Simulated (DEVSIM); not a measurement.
System: Al0.25Ga0.75As/GaAs p-n heterojunction, at 350 K.

Layer 1 from the left is Al0.25Ga0.75As, thickness (μm) 0.850, Na (cm⁻³) 1.5e17, τn (s) 1.1e-7, τp (s) 3.6e-9. Layer 2 from the left is GaAs, thickness (μm) 3.80, Nd (cm⁻³) 1.1e17, τn (s) 3.6e-9, τp (s) 3.6e-9.

Left contact: ohmic. Right contact: ohmic. Voltage is applied to the left contact. Recombination: SRH at mid-gap, radiative, Auger. Mobility is μmin + (μ − μmin)/(1 + (N/Nref)^α).

This is a model device: material constants are rounded textbook-type values typed into the input, and sizes, dopings and lifetimes were drawn at random. Values at 300 K; Nc and Nv go as T^1.5, mobilities as T to minus their exponent, the gap by Varshni's rule with the affinity fixed.

Al0.25Ga0.75As: gap (eV) 1.7357, affinity (eV) 3.8725, permittivity 12.19, Nc (cm⁻³) 6.5e17, Nv (cm⁻³) 9e18, μn (cm²/Vs) 4375, μp (cm²/Vs) 221, μn,min 500, μp,min 20, Nref,n 6e16, Nref,p 1.5e17, αn 0.39, αp 0.38, T exponent of μn 2.1, T exponent of μp 2.2, B (cm³/s) 2e-10, Cn (cm⁶/s) 1e-30, Cp (cm⁶/s) 1e-30, Varshni α (eV/K) 0.000541, Varshni β (K) 204. GaAs: gap (eV) 1.424, affinity (eV) 4.07, permittivity 12.9, Nc (cm⁻³) 4.7e17, Nv (cm⁻³) 9e18, μn (cm²/Vs) 8500, μp (cm²/Vs) 400, μn,min 500, μp,min 20, Nref,n 6e16, Nref,p 1.5e17, αn 0.39, αp 0.38, T exponent of μn 2.1, T exponent of μp 2.2, B (cm³/s) 2e-10, Cn (cm⁶/s) 1e-30, Cp (cm⁶/s) 1e-30, Varshni α (eV/K) 0.000541, Varshni β (K) 204.

Simulated with DEVSIM: 1D drift-diffusion, Boltzmann statistics, complete ionisation; no tunnelling, impact ionisation, image-force lowering or self-heating. Band offsets follow the typed affinities; no thermionic-emission limit at abrupt steps, no polarisation charge.

What does the simulation give for the dark forward voltage at 1 A/cm², the potential step across the device at zero bias, the largest field in the device at zero bias, the dark forward voltage at 100 A/cm²?

dark forward voltage at 1 A/cm² 1.008 V; potential step across the device at zero bias 1.334 V; largest field in the device at zero bias 160000 V/cm; dark forward voltage at 100 A/cm² 1.162 V.
